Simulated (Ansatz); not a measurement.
This Ansatz (a quantum-chemistry and plane-wave program) input is the reference run, SrTiO$_{3}$ in the cubic perovskite structure (space group Pm-3m, No. 221), computed with PBE (Ansatz; PAW; 420 eV plane waves; without spin-orbit coupling), earlier PAW set:

Ansatz 0.2 input:
```yaml
crystal:
  lattice:
    - [3.9364898022, 0, 0]
    - [0, 3.9364898022, 0]
    - [0, 0, 3.9364898022]
  atoms:
    - { symbol: Sr, position: [0, 0, 0] }
    - { symbol: Ti, position: [0.5, 0.5, 0.5] }
    - { symbol: O, position: [0, 0.5, 0.5] }
    - { symbol: O, position: [0.5, 0.5, 0] }
    - { symbol: O, position: [0.5, 0, 0.5] }
basis: { ecutwfc: 420, ecutrho_ratio: 4, xc_grid: 2, fft_grid_basis: typed }
kpoints: { mp_grid: { grid: [8, 8, 8] } }
hamiltonian:
  xc: pbe
  dispersion: none
  pseudopotentials: { azcp: { folder: ./paw }, kind: paw }
scf: { occupations: { method: fermi_dirac, width: 0.05 }, convergence: { dr2_threshold: 0.0000000005 } }
output: { forces: true, stress: true }
checkpoint: { write: state.ck, write_every: 1000 }
```

Task: Write the input for this change: a negative pressure, −1 GPa.

Result: 
Ansatz 0.2 input:
```yaml
crystal:
  lattice:
    - [3.9364898022, 0, 0]
    - [0, 3.9364898022, 0]
    - [0, 0, 3.9364898022]
  atoms:
    - { symbol: Sr, position: [0, 0, 0] }
    - { symbol: Ti, position: [0.5, 0.5, 0.5] }
    - { symbol: O, position: [0, 0.5, 0.5] }
    - { symbol: O, position: [0.5, 0.5, 0] }
    - { symbol: O, position: [0.5, 0, 0.5] }
basis: { ecutwfc: 420, ecutrho_ratio: 4, xc_grid: 2, fft_grid_basis: typed }
kpoints: { mp_grid: { grid: [8, 8, 8] } }
hamiltonian:
  xc: pbe
  dispersion: none
  pseudopotentials: { azcp: { folder: ./paw }, kind: paw }
scf: { occupations: { method: fermi_dirac, width: 0.05 } }
relax: { f_tol: 0.01, max_steps: 60, cell: { stress_tol: 0.02, p_target: -1.0 } }
output: { forces: true, stress: true }
checkpoint: { write: state.ck, write_every: 1000 }
```
This is the input that was run.

Load acts through the strain it causes; cell and atoms are relaxed under it. Stability against distortions was not tested. All final runs are without spin polarisation. Many cubic perovskites are stable only at high temperature; tilts and polar distortions were not tested.
